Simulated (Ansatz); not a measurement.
Given:

```
CELL_PARAMETERS angstrom
      0.00000     2.89019     2.89019
      2.89019     0.00000     2.89019
      2.89019     2.89019     0.00000
ATOMIC_POSITIONS crystal
  Sb 0.00000 0.00000 0.00000
  In 0.50000 0.50000 0.50000
```

No spin polarisation.

A single point on InSb with a change (pressure 10 GPa), its geometry relaxed with PBEsol.

Computed with r2SCAN (Ansatz, a program for electronic structure), no spin-orbit coupling. k-mesh 13×13×13 (Γ-centred); smearing 0.05 eV (Fermi–Dirac).

Problem. What is the computed pressure?

Solution. 12.6 GPa.

Problem. Estimate the band gap.

Solution. Zero.

Single points use the geometry relaxed with PBEsol. Load acts through the strain it causes; cell and atoms are relaxed under it. Stability against distortions was not tested. No other phases were tried under pressure. All final runs are without spin polarisation. The cell was made from InSb in the rock salt structure (space group Fm-3m, No. 225; a model cell, its experimental status unchecked) by this change: pressure 10 GPa. This is not the structure that InSb has at room temperature and ambient pressure.
